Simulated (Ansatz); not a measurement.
Reference: BeS (F-43m), PBEsol with spin-orbit coupling, rigid bands (plane waves, PAW; Ansatz, a first-principles code); axes and stresses refer to this cell.

```
BeS
1.0
    0.00000     2.41892     2.41892
    2.41892     0.00000     2.41892
    2.41892     2.41892     0.00000
Be S
1 1
Cartesian
  0.00000   0.00000   0.00000
  3.62838   3.62838   3.62838
```

- Seebeck coefficient, p-type 1e19 cm⁻³ = 368 μV/K
- electron conductivity mass = 0.37 mₑ
- Seebeck coefficient, n-type 1e19 cm⁻³ = -275 μV/K

```
Change                                                  Seebeck coefficient, p-type 1e19 cm⁻³  electron conductivity mass  Seebeck coefficient, n-type 1e19 cm⁻³
------------------------------------------------------  -------------------------------------  --------------------------  -------------------------------------
biaxial stress xx = yy = -1 GPa (compression positive)                                      ?                     0.37 mₑ                                      ?
hydrostatic pressure 10 GPa                                                          360 μV/K                     0.35 mₑ                              -270 μV/K
hydrostatic pressure 5 GPa                                                                  ?                     0.36 mₑ                              -272 μV/K
```

Task: Fill in the missing entries.

Result: 
- biaxial stress xx = yy = -1 GPa (compression positive), Seebeck coefficient, p-type 1e19 cm⁻³: 352 μV/K
- biaxial stress xx = yy = -1 GPa (compression positive), Seebeck coefficient, n-type 1e19 cm⁻³: -229 μV/K
- hydrostatic pressure 5 GPa, Seebeck coefficient, p-type 1e19 cm⁻³: 364 μV/K

Masses are for dilute carriers at 300 K, harmonic means over directions unless an axis is named. Seebeck coefficients are for the stated density at 300 K, with one relaxation time for all states and whether or not that doping can be reached. Stresses and pressures are the targets of the relaxation.  The structure type is held under load, also where the real crystal would transform.
